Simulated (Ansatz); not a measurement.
Take CdGeAs2 in the chalcopyrite structure (space group I-42d, No. 122) as the base.

```
CdGeAs2
1.0
   -3.02366     3.02366     5.74486
    3.02366    -3.02366     5.74486
    3.02366     3.02366    -5.74486
Cd Ge As
2 2 4
Cartesian
  0.00000   3.02366   2.87243
  0.00000   0.00000   0.00000
  3.02366   0.00000   2.87243
  0.00000   0.00000   5.74486
  1.51183   1.67342  -1.43622
  1.51183   1.35024   4.30865
  4.37390   1.51183   1.43622
 -1.35024   1.51183   7.18108
```

Cartesian axes are those of the cell as printed.

The values are results of PBE (Ansatz, a program for electronic structure), no spin-orbit coupling, not measurements.

For the base:

| Item | Value |
|---|---|
| Shortest interatomic distance | 2.484 Å |

The change: biaxial strain −1.12 %, plane normal [001], relaxed out of plane (Cartesian); in-plane vectors clamped, the third vector and the atoms free.

**Question.** What happens to the shortest interatomic distance?

**Answer.** The shortest interatomic distance decreases by 0.005 Å (2.484 Å → 2.479 Å).

**Question.** Estimate the effect on the ratio −ε⊥/ε∥.

**Answer.** The ratio −ε⊥/ε∥ is 1.13.

Whether these cells are dynamically stable was not tested.
